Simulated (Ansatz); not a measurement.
Worked calculations on one periodic cell of amorphous Si₂₄O₄₇Cl₂: Si24O47Cl2, 73 atoms, volume 1127.3 Å³, made by a melt-quench on the CHGNet potential and relaxed with DFT. Anions were pushed apart under 1.9 Å during the dynamics, to hinder bonds among them. It is a model cell: composition and starting density were chosen by hand, and all elements were melted together. Cycles of charging were run to anneal it. Level of theory: PBE, scalar-relativistic without spin-orbit coupling (plane waves to 420 eV, PAW; Ansatz, a program for electronic structure). Sampling: a 2×2×2 Γ-centred mesh; Fermi-Dirac width 0.02 eV; no spin polarisation. Its volume was held where the quench left it, its shape was free, and it stands at a mean pressure of 0.5 GPa with stress components up to 0.5 GPa; the relaxation ran on the zone centre alone. Its density went from a set 2.21 to 2.21 g/cm³. The cell is small and was quenched far faster than a real film, so it is one sample of the glass.

Task: Count formal charges (Si +4, O -2, Cl -1). What does the count lead one to expect at the Fermi level, and what does the calculation give?

Result: 24 × (+4) + 47 × (-2) + 2 × (-1) = 0. The charges balance, so the anion-derived valence states can be full and a gap can open. On this mesh the highest filled and lowest empty level lie 5.39 eV apart, the PBE gap of this cell, with a localised state at one edge or both.

Four energies for an added electron at PBE on the zone centre alone (charged cells in a uniform background, spin-polarised): neutral at the neutral geometry -44165.277 eV; charged at the neutral geometry -44159.052 eV; charged and relaxed -44159.072 eV; neutral at the charged geometry -44165.255 eV.

Task: Find the two relaxation energies and their sum, the reorganisation energy.

Result: On charging: -44159.052 − (-44159.072) = 0.020 eV. On discharging: -44165.255 − (-44165.277) = 0.022 eV. The sum is 0.042 eV. The carrier's level spreads over 68 of the 73 atoms' worth, more than a fifth of the atoms or a third of the atoms of its main element (six at least), and the sum is small, so it counts as a band carrier, whose relaxation energy shrinks as the cell grows. PBE's self-interaction favours spread-out carriers, so a hybrid can localise more.
